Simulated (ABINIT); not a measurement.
ABINIT 10.0.3, DFT, PBE, plane waves, JTH v2.0 PBE PAW: bcc Fe, atoms displaced, 2 atoms, spin-polarised from a ferromagnetic start (3 μB on Fe). Basis and mesh were picked for this test and aren't claimed converged.

```json
{
 "cell": "2.87, 2.87, 2.87 Å; 90, 90, 90°",
 "distance_to_the_nearest_atom": "2.44 to 2.44 Å",
 "task": "scf",
 "ecut": "22 Ha",
 "pawecutdg": "44 Ha",
 "nband": "24",
 "k mesh (ngkpt)": "8×8×8",
 "shiftk": "0×0×0",
 "nstep": "100",
 "tolvrs": "1e-09",
 "occopt": "3",
 "tsmear": "0.005 Ha",
 "nsppol": "2",
 "prtwf": "0",
 "prtden": "0",
 "paral_kgb": "1",
 "ranks over k-points and spins (np_spkpt)": "8",
 "ranks over bands (npband)": "1",
 "ranks over FFT planes (npfft)": "1",
 "bands a rank in one block (bandpp)": "24",
 "wfoptalg": "114",
 "nline": "4 (default)",
 "iscf": "17 (default)",
 "npulayit": "7 (default)",
 "diemix": "0.7 (default)",
 "diemac": "1e+06 (default)",
 "dielng": "1.07748 (default)",
 "kptopt": "1 (default)",
 "k-points after symmetry (for each spin)": "260",
 "bands": "24",
 "symmetry_operations": "2"
}
```

Machine: one whole node, AMD EPYC (Zen 5), 96 cores on 1 socket, no SMT, 12 L3 cache groups; 94 cores' worth of CPU time may be used.

Each time is the median wall time of two to five repeats, run one at a time on the otherwise empty machine; start-up is included. Unless noted, each process is bound to its own block of adjacent cores. The build: conda-forge: MPICH, OpenBLAS, FFTW3, no OpenMP, no ScaLAPACK; another build can shift the numbers. Scratch files lie in a memory file system.

Started as
```bash
OMP_NUM_THREADS=1 mpirun -np 8 abinit run.abi
```
(8 ranks, np_spkpt = 8, npband = 1, npfft = 1, bandpp = 24, wfoptalg = 114) it takes 39 s and 15 SCF iterations.

Problem. What happens to the run time with np_spkpt = 1, npband = 2, npfft = 4, bandpp = 1, wfoptalg = 14?

Solution. About 95 s (2 runs within 1 %): 2.4× as long. The largest move is in solving the bands at each k-point (vtowfk): 36 s to 89 s. The FFT part of H·ψ (fourwf%getghc) goes from 17 s to 62 s, most of the change. As resolved by the program: wfoptalg 114 against 14. SCF iterations go from 15 to 14. Change in the result: energy under 0.001 meV/atom, forces (largest component) 0.0071 meV/Å, pressure 0.0011 GPa, site moments under 0.001 μB.
